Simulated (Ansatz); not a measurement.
Input:

```
CELL_PARAMETERS angstrom
      0.03115     2.17817     2.17817
      2.17817     0.03115     2.17817
      2.20931     2.20931     0.00000
ATOMIC_POSITIONS crystal
  Si 0.00127 0.00127 0.99873
  C  0.24873 0.24873 0.25127
```

No spin polarisation.

Level of theory: r2SCAN/PAW in Ansatz (a program for electronic structure), no spin-orbit coupling. k-mesh 13×13×13 (Γ-centred); smearing 0.05 eV (Fermi–Dirac).

Problem. Predict the smallest direct gap and gap character.

Solution. The smallest direct gap comes out as 4.74 eV and the gap character is indirect, Γ → X.

The cells carry an imposed strain or load. Stability against distortions was not tested. The cell was made from SiC in the zinc blende structure (space group F-43m, No. 216) by this change: tensor shear ε_xy = +1.43 %.
